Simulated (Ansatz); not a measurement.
The parent structure is Ti in the hcp (Mg type) structure (space group P6_3/mmc, No. 194; a = 2.936 Å, c = 4.640 Å; relaxed with 0.1 eV smearing).

Level of theory: r2SCAN, PAW, 500 eV (Ansatz, a quantum-chemistry and plane-wave program; scalar-relativistic without spin-orbit coupling).

For the base:

| Property | Value |
|---|---|
| Pressure | 0.0 GPa |
| Band gap | zero |

One thing is altered: an isotropic linear strain of −1.50 %; the atoms relax in the strained cell.

**Question.** How does this affect the pressure?

**Answer.** The pressure (mean of the normal stresses, compression positive) goes from zero to 5.7 GPa.

**Question.** Predict the new energy relative to the base.

**Answer.** The energy goes up by 13 meV/atom.

**Question.** Predict the new band gap.

**Answer.** The band gap stays zero.

No phonon test of stability was made. All final runs are without spin polarisation.
